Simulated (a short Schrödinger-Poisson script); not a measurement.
Stack: MOS inversion layer, SiO2 on p-type Si(111), at 300 K.

From the gate side: 3 nm SiO2; 270 nm Si, acceptors 2.6e18 cm⁻³.

Constants are typed, rounded textbook-type inputs, not results; the design itself was drawn at random and stands for no fabricated device. SiO2: permittivity 3.9, conduction-band edge (eV) 3.15, gap (eV) 9, electron mass (mₑ) 0.5. Si: permittivity 11.7, conduction-band edge (eV) 0, gap (eV) 1.124, Nv at 300 K (cm⁻³) 3.1e19.

Channel valleys (confinement mass, in-plane density-of-states mass, number): Δ6 0.258, 0.358, 6. At the gate the conduction-band edge of layer 1 lies 3.39 eV − eVg above the Fermi level of the channel; the field vanishes at the back. Gaps are held at their typed values at every temperature. Mesh 0.03 nm at interfaces.

Solved with a short Schrödinger-Poisson script written for these runs: 1D Poisson equation in equilibrium, electrons quantum, Hartree (BenDaniel-Duke, 12 states a valley, the channel's in-plane mass for all, wave functions ending at the dielectric), parabolic valleys, classical holes, full ionisation, no traps, pinning or gate leakage.

| Vg (V) | electrons (cm⁻²) | C (μF/cm²) | Δ6 E0 (meV from the Fermi level) |
|---|---|---|---|
| 1.1 | 5.29e9 | 0.338 | 216.8 |
| 1.2 | 5.61e10 | 0.444 | 155.8 |
| 1.3 | 2.89e11 | 0.685 | 113.2 |
| 1.4 | 7.06e11 | 0.823 | 89.9 |
| 1.5 | 1.21e12 | 0.886 | 75.7 |
| 1.6 | 1.76e12 | 0.919 | 65.8 |
| 1.7 | 2.33e12 | 0.940 | 58.2 |
| 1.8 | 2.91e12 | 0.954 | 52.1 |
| 1.9 | 3.50e12 | 0.964 | 46.9 |
| 2 | 4.10e12 | 0.972 | 42.5 |
| 2.1 | 4.71e12 | 0.979 | 38.6 |
| 2.2 | 5.32e12 | 0.984 | 35.0 |
| 2.3 | 5.94e12 | 0.988 | 31.9 |
| 2.4 | 6.56e12 | 0.992 | 28.9 |
| 2.5 | 7.18e12 | 0.996 | 26.2 |

Gate voltages with under 1e9 electrons/cm² are left out.

**Question.** At Vg = 2.5 V the lowest Δ6 subband lies at 26.2 meV from the Fermi level. How many electrons does it hold, and what share of all?

**Answer.** The two-dimensional density of states is g m/(πħ²) = 8.97e11 cm⁻² meV⁻¹ (both spins), kT = 25.9 meV, so n = D kT ln(1 + exp(−E/kT)) = 7.18e12 cm⁻², 1.00 of the 7.18e12 cm⁻² in all.

**Question.** Compare the slope of the sheet density between 2.3 and 2.5 V with the geometric capacitance of the layers between gate and channel.

**Answer.** q Δn/ΔV = 0.993 μF/cm²; ε0/Σ(t/ε) = 1.15 μF/cm². The ratio is 0.86: the channel acts as a further capacitance in series.
